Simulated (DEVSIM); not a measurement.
System: Co/La2O3/p-Si capacitor, at 250 K.

Layer 1 from the left is La2O3, thickness (nm) 4.70. Layer 2 from the left is Si, thickness (nm) 12000, Na (cm⁻³) 2.4e15.

Metal gate on the left, work function 5 eV. Fixed charge at the semiconductor interface 1.6e12 cm⁻² (in units of +e); no interface traps.

This is a model device: material constants are rounded textbook-type values typed into the input, and sizes, dopings and lifetimes were drawn at random. Values at 300 K; Nc and Nv go as T^1.5, mobilities as T to minus their exponent, the gap by Varshni's rule with the affinity fixed.

La2O3: gap (eV) 5.8, affinity (eV) 1.8, permittivity 27. Si: gap (eV) 1.124, affinity (eV) 4.05, permittivity 11.7, Nc (cm⁻³) 2.86e19, Nv (cm⁻³) 3.1e19, Varshni α (eV/K) 0.000473, Varshni β (K) 636.

Task: Estimate by hand the flat-band voltage, the threshold voltage, and compare with a numerical solution.

Result: 
- Flat-band voltage: C = 5.09 μF/cm², work-function difference 0.012 V; VFB = φms − qNf/C = -0.04 V; numerical -0.04 V.
- Threshold voltage: φF = 0.371 V, depletion charge √(4εqNφF) = 2.43e-8 C/cm²; VT = VFB + 2φF + Qd/C = 0.71 V; numerical 0.71 V.

Model (solved in DEVSIM): 1D Poisson equation in equilibrium, Boltzmann statistics, complete ionisation; no quantum confinement or tunnelling. Metal contacts follow the ideal Schottky-Mott rule: no Fermi-level pinning, no interface dipoles.
